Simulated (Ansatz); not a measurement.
The parent structure is NaCl in the rock salt structure (space group Fm-3m, No. 225).

```yaml
crystal:
  lattice:
    - [0.00000, 2.80386, 2.80386]
    - [2.80386, 0.00000, 2.80386]
    - [2.80386, 2.80386, 0.00000]
  atoms:
    - { symbol: Cl, position: [0.00000, 0.00000, 0.00000] }
    - { symbol: Na, position: [0.50000, 0.50000, 0.50000] }
```

Cartesian axes are those of the cell as printed.

The values are results of r2SCAN (Ansatz, a program for electronic structure; PAW; 500 eV plane waves; without spin-orbit coupling), not measurements.

For the base:

* **Gap character**: direct at Γ
* **Pressure**: 0.00 GPa

The change: tensile biaxial strain of 0.99 % in the plane normal to [001], as in epitaxy on a mismatched substrate; the out-of-plane cell vector and the atoms relax.

Task: How does this affect the gap character?

Result: The gap character stays direct at Γ.

Task: What happens to the out-of-plane strain?

Result: The out-of-plane strain comes out as -0.38 %.

Task: What does the calculation give for the pressure after the change?

Result: The pressure (mean of the normal stresses, compression positive) goes from zero to -0.41 GPa.

No phonon test of stability was made. k-point labels follow each cell's own Brillouin zone.
